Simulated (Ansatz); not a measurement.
SiC (P6_3mc), PBE with spin-orbit coupling, rigid bands (Ansatz, an electronic-structure program): N_c = 1.10e19 cm⁻³ at 300 K and an electron conductivity mass of 0.268 mₑ along z (a = (3.08, 0.00, 0.00) Å; b = (-1.54, 2.66, 0.00) Å; c = (0.00, 0.00, 5.05) Å).

### Question
For 1e16 electrons per cm³ at 300 K, place the Fermi level, estimate the Seebeck coefficient of a parabolic band with constant τ, and give mobility and conductivity for τ = 20 fs.

### Answer
The level lies k_BT ln(N_c/n) = 0.181 eV below the conduction-band minimum. S ≈ −(k_B/e)[ln(N_c/n) + 5/2] = -819 μV/K, against -822 μV/K from the full bands (mean over directions). μ = eτ/m = 131 cm²/(V·s) and σ = neμ = 0.210 S/cm. τ is assumed, not computed.

Band transport and this doping are assumed; polarons and phonon drag are left out. Geometry: cell and atoms relaxed with PBEsol.
